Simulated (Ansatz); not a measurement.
The starting structures come from a database of crystals and need not be the phases stable at ambient conditions.

## Evanescent states of SnH8(NCl3)2 (Fm-3m, 17 atoms a cell, 15.3 Å³ an atom) along the normal of (001)

All values below come from r2SCAN (plane waves, PAW; Ansatz, an electronic-structure program).

The gap is the functional's own. No spin-orbit coupling. Mid-gap values are those at the computed energy nearest the middle.

Energies count from the valence-band top; κ is the least over a 4×4 mesh across the current.

```
E (eV)  κ (1/Å)  where
------  -------  -----
0.07      0.141      Γ
0.23      0.237      Γ
0.38      0.299      Γ
0.53      0.345      Γ
0.68      0.359      Γ
0.82      0.357      Γ
0.97      0.353      Γ
1.12      0.350      Γ
1.27      0.346      Γ
1.43      0.340      Γ
1.57      0.333      Γ
1.73      0.323      Γ
1.88      0.311      Γ
2.02      0.297      Γ
2.17      0.278      Γ
2.33      0.256      Γ
2.48      0.228      Γ
2.62      0.191      Γ
2.77      0.139      Γ
```

### Question
How thick must the barrier be to attenuate the transmission by 10^6 when the electrodes' Fermi level lies at 1.27 eV, and what attenuation does that film give at 2.48 eV?

### Answer
d = 6 ln 10 / (2 × 0.346) = 20.0 Å. At 2.48 eV it gives 6 × 0.228/0.346 = 4.0 decades.
